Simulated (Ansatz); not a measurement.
The starting structures come from a database of crystals and need not be the phases stable at ambient conditions.

Input:

```
InP
1.0
    4.16811     0.00000     0.00000
    0.00000     6.83999     0.00000
    2.08406     0.00000     3.60969
In P
2 2
Direct
  0.66667   0.49980   0.66667
  0.33333   0.99980   0.33333
  0.66667   0.12520   0.66667
  0.33333   0.62520   0.33333
```

Space group of this cell: P6_3mc, wurtzite. The cell is taken as given.

Calculation: r2SCAN (plane waves, PAW; Ansatz, a program for electronic structure).

The current runs along the normal of the first two printed vectors; no spin-orbit coupling. Scaled by the factor s: both lengths across the current (ions clamped). Meshes 8×6×8 and 8×6 across the current in all rows.

```csv
s,mean pressure (GPa),band gap (eV)
0.98,3.2,?
1.00,0.1,1.11
1.02,-2.4,0.82
```

Q: Take the slope of the band gap against ln s from the two given rows, extrapolate to s = 0.98, and say what the run there gives.

A: Slope = (0.82 − 1.11) / ln 1.02 = -14.6 eV. The line gives 1.11 + (-14.6) × ln 0.98 = 1.41 eV. The run gives 1.33 eV, 0.08 eV under the line, 26 % of the predicted step.
